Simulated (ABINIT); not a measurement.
**Parameter sweep on Ru (P6_3/mmc, 4 atoms in the cell)**

```xyz
4
Lattice="2.7401 0.0000 0.0000 -1.3700 2.3730 0.0000 0.0000 0.0000 8.8162" Properties=species:S:1:pos:R:3 pbc="T T T"
Ru     0.0000     0.0000     0.0000
Ru     0.0000     0.0000     4.4081
Ru     0.0000     1.5820     2.2040
Ru     1.3700     0.7910     6.6121
```

Base run A: PBE, PAW (JTH v2.0 PBE PAW) run with ABINIT 10.0.3, self-consistent single point.

Its settings: pseudos = [Ru.GGA_PBE-JTH.xml]; ecut = 544 eV; pawecutdg = 1088 eV; pawxcdev = 0; ixc = 11; occopt = 6; tsmear = 0.00499791 Ha; ngkpt = 8 8 2; nshiftk = 1; shiftk = 0 0 0; potentials = JTH v2.0 PBE PAW; nband = 41; kptopt = 1; nstep = 100; tolvrs = 1e-11.

The starting cell was generated: these elements placed on a structure prototype, without a prior relaxation; it need not be a known phase or ordering of this composition. Its lattice was rescaled by a random factor within 2.5 % of one. Spin polarisation is off. In the base run, with a pressure of about -11 GPa the cell is away from its equilibrium volume at this level. Without a gap this mesh is coarse (it stands for a supercell whose shortest vector is 18 Å).

ΔF is the free energy per atom less that of run A. 

Run A gave: pressure (GPa) -10.71; TS (meV/atom) 0.9; k-points 20.

Runs:
- B: tsmear, ngkpt = 0.00110248 Ha, 6 6 2
- C: tsmear, ngkpt = 0.00367493 Ha, 6 6 2
- D: tsmear, ngkpt = 0.0110248 Ha, 6 6 2
- E: tsmear, ngkpt = 0.00110248 Ha, 8 8 2
- F: tsmear, ngkpt = 0.00367493 Ha, 8 8 2
- G: tsmear, ngkpt = 0.0110248 Ha, 8 8 2
- H: tsmear, ngkpt = 0.00110248 Ha, 9 9 3
- I: tsmear, ngkpt = 0.00367493 Ha, 9 9 3
- J: tsmear, ngkpt = 0.0110248 Ha, 9 9 3
- K: tsmear, ngkpt = 0.00110248 Ha, 11 11 3
- L: tsmear, ngkpt = 0.00367493 Ha, 11 11 3
- M: tsmear, ngkpt = 0.0110248 Ha, 11 11 3

Question: What does run J change against A?

Answer: The free energy goes up by 25.0 meV/atom and the pressure goes from -10.71 to -10.36 GPa.

Question: What does run E change against A?

Answer: The free energy stays essentially unchanged (within 1 meV/atom) and the pressure stays near -10.71 GPa while the zz stress (positive for compression) goes from -9.90 to -10.41 GPa.

| run | ΔF (meV/atom) | pressure (GPa) | TS (meV/atom) | k-points |
|---|---|---|---|---|
| A | 0.00 | -10.71 | 0.9 | 20 |
| B | 51.1 | -9.69 | 0.2 | 14 |
| C | 48.9 | -9.67 | 4.7 | 14 |
| D | 40.1 | -9.76 | 8.5 | 14 |
| E | 0.56 | -10.71 | 0.0 | 20 |
| F | 0.26 | -10.71 | 0.8 | 20 |
| G | -0.09 | -10.79 | -2.1 | 20 |
| H | 24.1 | -10.33 | 0.2 | 24 |
| I | 24.1 | -10.33 | -0.2 | 24 |
| J | 25.0 | -10.36 | -1.7 | 24 |
| K | 28.1 | -10.27 | -0.2 | 32 |
| L | 28.8 | -10.28 | -0.9 | 32 |
| M | 29.6 | -10.26 | 0.9 | 32 |
